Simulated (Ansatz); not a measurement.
Consider TiO₂ in the anatase structure (space group I4_1/amd, No. 141; a = 3.799 Å, c = 9.701 Å).

Computed with Ansatz (a first-principles code) PBE, scalar-relativistic without spin-orbit coupling.

For the base:

```
Property              Result
-------------------  -------
Lattice parameter a  3.799 Å
```

One thing is altered: hydrostatic tension (pressure −1 GPa).

Question: What does the calculation give for the lattice parameter a after the change?

Answer: The lattice parameter a increases by 0.004 Å to 3.803 Å.

Load acts through the strain it causes; cell and atoms are relaxed under it. Stability against distortions was not tested. All final runs are without spin polarisation.
